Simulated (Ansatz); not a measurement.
**A computed series for Mg2Sn: response to strain**

The parent structure is Mg2Sn (space group Fm-3m, No. 225; a = 6.6638 Å; relaxed with 0.1 eV smearing).

Strains are applied to the cell and any free atomic positions relax.

Level of theory: DFT with LDA, PAW potentials and a 420 eV plane-wave cutoff in Ansatz (a first-principles code), spin-orbit coupling left out.

Candidates:
(a) isotropic strain −3.00 %
(b) isotropic strain +1.50 %
(c) isotropic strain −1.50 %
(d) isotropic strain +2.00 %
(e) isotropic strain −1.00 %

Notes on the quantities. energy relative to the base: free energy F.

Question: Order them by energy relative to the base, highest first.

Answer: (a) isotropic strain −3.00 % (+32 meV/atom), (d) isotropic strain +2.00 % (+12 meV/atom), (c) isotropic strain −1.50 % (+7.7 meV/atom), (b) isotropic strain +1.50 % (+6.8 meV/atom), (e) isotropic strain −1.00 % (+3.4 meV/atom)

Stability against distortions was not tested.
